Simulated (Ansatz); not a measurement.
Functionals compared on H2O on the 1x1 (110) surface of bcc W, one in a 2x2 cell, started at the site 'top W', in Ansatz (plane waves, PAW). The structure was relaxed with PBE; the other rows are single points on it, each with its references at the same level. Cutoff 420 eV (500 eV for r2SCAN).

Set-up: 19 atoms, 6.6 Å thick at the start under the adsorbate (thin: gaps and levels are the slab's own); mesh 6x6x1; 0.1 eV smearing; dipole correction on; 8 atoms held, the rest relaxed; no symmetry held; no spin, no spin-orbit, no U, no dispersion correction. At the end it is bonded to W. In PBE it is, or lies within 0.03 eV of, the lowest of the starts that converged. These notes are the PBE run's. Adsorption energies are against H2O(g). A negative adsorption energy means that the adsorbate is more stable on the surface than in its reference.

| functional | adsorption energy (eV) | work function of the top face (eV) | change of the work function (eV) | rough cost of the single point |
|---|---|---|---|---|
| PBE | -0.52 | 3.63 | -1.19 | – |
| RPBE | -0.28 | 3.52 | -1.17 | around 110 core-seconds (rough) |
| r2SCAN | -0.63 | 3.61 | -1.29 | around 4 core-minutes (rough) |

Ansatz is a program for electronic structure.
